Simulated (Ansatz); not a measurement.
## Element substitutions in CdSe

Start from CdSe in the zinc blende structure (space group F-43m, No. 216; a = 6.082 Å).

Each row replaces one element on all its sites; cell and atoms are relaxed.

The values are results of PBEsol (Ansatz, a program for electronic structure), no spin-orbit coupling, earlier PAW set, not measurements.

| case | band gap | density |
|---|---|---|
| base | 0.48 eV | 5.65 g/cm³ |
| Se → Te | (withheld) | (withheld) |
| Cd → In | zero | 4.76 g/cm³ |
| Se → Pt | zero | 9.43 g/cm³ |

Problem. Complete the table.

Solution. 
- Se → Te, band gap: 0.65 eV
- Se → Te, density: 5.83 g/cm³

With Pt and Te present, leaving out spin-orbit coupling can change the band edges. Whether these cells are dynamically stable was not tested. As relaxed here, InSe and CdPt are hypothetical phases, not in the database extracts checked. All final runs are without spin polarisation. An odd electron count without spin: InSe.
